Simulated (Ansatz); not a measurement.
The starting structures come from a database of crystals and need not be the phases stable at ambient conditions.

Where the default PAW files enter, the runs use the earlier of Ansatz's two default sets.

Inside the gap of an insulator the Bloch states are evanescent, with a wavenumber k + iκ along the transport direction.

Here is the system:

```yaml
crystal:
  lattice:
    - [3.18832, 0.00000, 0.00000]
    - [0.00000, 5.29007, 0.00000]
    - [1.59416, 0.00000, 2.76117]
  atoms:
    - { symbol: B, position: [0.66667, 0.49959, 0.66667] }
    - { symbol: B, position: [0.33333, 0.99959, 0.33333] }
    - { symbol: P, position: [0.66667, 0.12541, 0.66667] }
    - { symbol: P, position: [0.33333, 0.62541, 0.33333] }
```

Space group of this cell: P6_3mc, wurtzite. The cell is taken as given.

Transport runs along the normal of the first two printed cell vectors, the (100) plane of the conventional cell.

The gap is the functional's own, uncorrected, and κ follows it; spin-orbit coupling is left out. Mid-gap means the computed energy nearest the middle.

Question: State the band gap and the smallest decay constant κ at mid-gap according to r2SCAN (Ansatz, an electronic-structure program).

Answer: Gap 1.18 eV on a 12×6×12 mesh; κ = 0.165 1/Å, at the zone centre.
